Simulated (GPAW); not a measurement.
GPAW run on MnAu (Pm-3m, 2 atoms in the cell): self-consistent single point

Method: LDA (Perdew-Wang 92), GPAW PAW datasets LDA (gpaw-data 1.0.1) (plane waves; GPAW).

Input:

```python
from ase import Atoms
from ase.units import GPa
from gpaw import GPAW

atoms = Atoms(['Mn', 'Au'],
              cell=[[3.207760, 0.000000, 0.000000],
                    [0.000000, 3.207760, 0.000000],
                    [0.000000, 0.000000, 3.207760]],
              scaled_positions=[[0.500000, 0.500000, 0.500000],
                                [0.000000, 0.000000, 0.000000]],
              pbc=True)

atoms.set_initial_magnetic_moments([4.0, 0.0])

calc = GPAW(spinpol=True,
            mode={'name': 'pw', 'ecut': 850},
            xc='LDA',
            kpts={'size': (10, 10, 10), 'gamma': True},
            occupations={'name': 'fermi-dirac', 'width': 0.05},
            nbands=-8,
            convergence={'density': 1e-05},
            symmetry={'symmorphic': False, 'tolerance': 0.0005},
            maxiter=100)

atoms.calc = calc

energy = atoms.get_potential_energy()
print('Energy (eV):', round(energy, 6))
forces = atoms.get_forces()
print('Forces (eV/Ang):')
print(forces.round(5))
stress = atoms.get_stress()
print('Stress (GPa, Voigt):', (stress / GPa).round(4))
```

The program printed (abridged):

```
Input parameters:
  convergence: {density: 1e-05}
  kpts: {gamma: True,
         size: (10, 10, 10)}
  maxiter: 100
  mode: {ecut: 850,
         name: pw}
  nbands: -8
  occupations: {name: fermi-dirac,
                width: 0.05}
  spinpol: True
  symmetry: {symmorphic: False,
             tolerance: 0.0005}

species:
  Mn:
    name: Manganese
    Z: 25.0
    valence: 15
    core: 10
    charge: 0.0
    file: Mn.LDA.gz

    # Using partial waves for Mn as LCAO basis

  Au:
    name: Gold
    Z: 79.0
    valence: 11
    core: 68
    charge: 0.0
    file: Au.LDA.gz

    # Using partial waves for Au as LCAO basis

Reference energy: -547769.044909  # eV

Spin-polarized calculation.
Initial magnetic moment: 4.000000

Convergence criteria:
 Maximum [total energy] change in last 3 cyles: 0.0005 eV / valence electron
 Maximum integral of absolute [dens]ity change: 1e-05 electrons / valence electron
 Maximum integral of absolute [eigenst]ate change: 4e-08 eV^2 / valence electron
 Maximum number of scf [iter]ations: 100

Symmetries present (total): 48
Symmetries with fractional translations: 0
1000 k-points: 10 x 10 x 10 Monkhorst-Pack grid + [1/20,1/20,1/20]
56 k-points in the irreducible part of the Brillouin zone
       k-points in crystal coordinates                weights
   0:     0.00000000    0.00000000    0.00000000          1/1000
   1:     0.10000000    0.00000000    0.00000000          6/1000
   2:     0.10000000    0.10000000    0.00000000         12/1000
   [... 7 lines left out ...]
          ...
  55:     0.50000000    0.50000000    0.50000000          1/1000

Wave functions: Plane wave expansion
  Cutoff energy: 850.000 eV
  Number of coefficients (min, max): 1832, 1875
  Pulay-stress correction: 0.000000 eV/Ang^3 (de/decut=0.000000)

Occupation numbers: Fermi-Dirac:
  width: 0.0500  # eV

Eigensolver

Densities:
  Coarse grid: 24*24*24 grid
  Fine grid: 48*48*48 grid
  Total Charge: 0.000000

Density mixing:
  Method: difference
  Backend: pulay
  Linear mixing parameter: 0.05
  old densities: 5
  Damping of long wavelength oscillations: 50

Hamiltonian:
  XC and Coulomb potentials evaluated on a 48*48*48 grid
  External potential:
    NoExternalPotential

Number of atoms: 2
Number of atomic orbitals: 22
Number of bands in calculation: 23
Number of valence electrons: 26
Bands to converge: occupied

Density initialized from atomic densities
  22 bands from LCAO basis set
  1 band from random numbers

Atomic positions and initial magnetic moments

Positions:
   0 Mn     1.603880    1.603880    1.603880    ( 0.0000,  0.0000,  4.0000)
   1 Au     0.000000    0.000000    0.000000    ( 0.0000,  0.0000,  0.0000)

Unit cell:
           periodic     x           y           z      points  spacing
  1. axis:    yes    3.207760    0.000000    0.000000    24     0.1337
  2. axis:    yes    0.000000    3.207760    0.000000    24     0.1337
  3. axis:    yes    0.000000    0.000000    3.207760    24     0.1337

  Lengths:   3.207760   3.207760   3.207760
  Angles:   90.000000  90.000000  90.000000

Effective grid spacing dv^(1/3) = 0.1337

     iter     time        total  log10-change:  magmom
                         energy   eigst   dens
iter:   1 --:--:--   -16.462954                   +4.0034
iter:   2 --:--:--   -15.473625   -1.28  -1.41    +3.7728
iter:   3 --:--:--   -14.859621   -1.96  -1.53    +3.7949
iter:   4 --:--:--   -14.768370   -1.62  -1.63    +3.8045
iter:   5 --:--:--   -14.630154   -2.63  -1.83    +3.8323
iter:   6 --:--:--   -14.689118   -3.20  -2.13    +3.9623
iter:   7 --:--:--   -14.612667   -2.65  -2.01    +3.8482
iter:   8 --:--:--   -14.614325   -3.61  -2.45    +3.8994
iter:   9 --:--:--   -14.618273c  -4.52  -3.36    +3.9884
iter:  10 --:--:--   -14.619692c  -5.17  -3.25    +3.9986
iter:  11 --:--:--   -14.619839c  -6.62  -2.98    +4.0093
iter:  12 --:--:--   -14.618749c  -5.04  -2.96    +4.0235
iter:  13 --:--:--   -14.618488c  -5.88  -3.12    +4.0191
iter:  14 --:--:--   -14.618167c  -5.37  -3.22    +4.0155
iter:  15 --:--:--   -14.618142c  -6.65  -3.49    +4.0159
iter:  16 --:--:--   -14.618066c  -5.26  -3.53    +4.0166
iter:  17 --:--:--   -14.618062c  -7.35  -4.48    +4.0165
iter:  18 --:--:--   -14.618058c  -7.10  -4.52    +4.0153
iter:  19 --:--:--   -14.618058c  -7.90c -4.67    +4.0153
iter:  20 --:--:--   -14.618058c  -8.65c -4.65    +4.0152
iter:  21 --:--:--   -14.618060c  -7.62c -4.64    +4.0151
iter:  22 --:--:--   -14.618059c  -8.14c -4.66    +4.0151
iter:  23 --:--:--   -14.618060c  -7.88c -4.95    +4.0150
iter:  24 --:--:--   -14.618060c  -9.33c -5.52c   +4.0152

Converged after 24 iterations.

Dipole moment: (0.000000, 0.000000, -0.000000) |e|*Ang

Total magnetic moment: (0.000000, 0.000000, 4.015238)
Local magnetic moments:
   0 Mn ( 0.000000,  0.000000,  3.689495)
   1 Au ( 0.000000,  0.000000,  0.083672)

Energy contributions relative to reference atoms: (reference = -547769.044909)

Kinetic:        -11.949596
Potential:      +10.653349
External:        +0.000000
XC:             -13.645544
Entropy (-ST):   -0.014475
Local:           +0.330969
SIC:             +0.000000
--------------------------
Free energy:    -14.625297
Extrapolated:   -14.618060

Spin contamination: 0.057876 electrons
Showing only first 2 kpts
                      Up                     Down
 Kpt  Band  Eigenvalues  Occupancy  Eigenvalues  Occupancy
  0    11      6.22552    1.00000      9.08914    0.00000
  0    12      7.10824    1.00000     10.19983    0.00000
  0    13      7.10824    1.00000     10.19983    0.00000
  0    14      7.10824    1.00000     10.19983    0.00000

  1    11      6.25485    1.00000      9.09869    0.00000
  1    12      6.96205    1.00000     10.01929    0.00000
  1    13      6.96205    1.00000     10.01929    0.00000
  1    14      7.05632    1.00000     10.16162    0.00000

Fermi level: 8.44470

No gap
No difference between direct/indirect transitions
Energy (eV): -14.61806

Forces in eV/Ang:
  0 Mn    0.00000    0.00000    0.00000
  1 Au    0.00000    0.00000   -0.00000

Stress tensor:
     0.064270     0.000000     0.000000
     0.000000     0.064270     0.000000
     0.000000     0.000000     0.064270
Stress (GPa, Voigt): [10.2971 10.2971 10.2971  0.      0.      0.    ]
```

The run converged in 24 iterations. GPAW prints stress with tension positive.

The starting cell comes from a database of computed structures (which also holds hypothetical and non-ambient phases and stackings), without a prior relaxation at this level. Spin-orbit coupling is off. With one magnetic atom in the cell only a parallel order is possible. With a pressure of about -10 GPa the cell is away from its equilibrium volume at this level.

Cost on one core of a shared machine: roughly 90 s.
